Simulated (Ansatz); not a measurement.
System: TbSi (Pnma, No. 62; cell taken from a computed entry). Method: r²SCAN in Ansatz (PAW).

Run with plane-wave cutoff 500 eV, 6×10×8 k mesh (along the axes of the cell as run), Fermi–Dirac smearing 0.05 eV, spin-polarised start, scalar-relativistic PAW data made under PBE.

Computed at the level's own relaxed cell.

**Question.** Estimate the equilibrium volume per atom that the calculation returns.

**Answer.** 
* **equilibrium volume per atom**: 21.75 Å³/atom

Note: the magnetic order was assumed, not searched for or taken from measurement; the relaxation could not lower the start's symmetry, so the cell can be a saddle point above a distorted one; the 4f shell is treated without U or exact exchange, so its levels and filling can be wrong.

Spin–orbit coupling is not included.

Ansatz is an electronic-structure program.
